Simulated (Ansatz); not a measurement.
Where the default PAW files enter, the runs use the earlier of Ansatz's two default sets.

The decay constant κ of evanescent states in the gap governs leakage through a thin film.

Here is the system:

```xyz
8
Lattice="3.8089 0.0000 0.0000 -1.9045 3.2986 0.0000 0.0000 0.0000 12.4526" Properties=species:S:1:pos:R:3 pbc="T T T"
Zn     1.9045     1.0996     9.3386
Zn     0.0000     2.1991     3.1123
Zn     0.0000     0.0000     6.2263
Zn     0.0000     0.0000     0.0000
S      1.9045     1.0996    11.6772
S      0.0000     2.1991     5.4509
S      0.0000     0.0000     8.5592
S      0.0000     0.0000     2.3329
```

Space group of this cell: P6_3mc. The cell is taken as given; by LDA its mean pressure is -4.0 GPa.

Transport runs along the normal of the first two printed cell vectors, the (001) plane of the conventional cell.

The gap is the functional's own, uncorrected, and κ follows it; spin-orbit coupling is left out. Mid-gap values are interpolated between the computed energies.

Task: State the band gap and the smallest decay constant κ at mid-gap according to LDA in Ansatz (a first-principles code).

Result: Gap 1.93 eV on a 12×12×4 mesh; κ = 0.134 1/Å, at the zone centre.
